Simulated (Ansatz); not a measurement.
Start from AlN in the zinc blende structure (space group F-43m, No. 216; a = 4.378 Å). Axes: x, y, z lie along the cube axes.

Calculations: DFT with PBEsol, PAW potentials and a 420 eV plane-wave cutoff in Ansatz (a program for electronic structure), without spin-orbit coupling.

For the base:

* **Pressure**: -0.01 GPa

One thing is altered: compressive biaxial strain of 0.50 % in the plane normal to [001], as in epitaxy on a mismatched substrate; the out-of-plane cell vector and the atoms relax.

Problem. Estimate the effect on the pressure.

Solution. The pressure (mean of the normal stresses, compression positive) rises by 0.93 GPa to 0.92 GPa.

Problem. How does this affect the out-of-plane strain?

Solution. The out-of-plane strain is +0.54 %.

Stability against distortions was not tested. This is not the structure that AlN has at room temperature and ambient pressure.
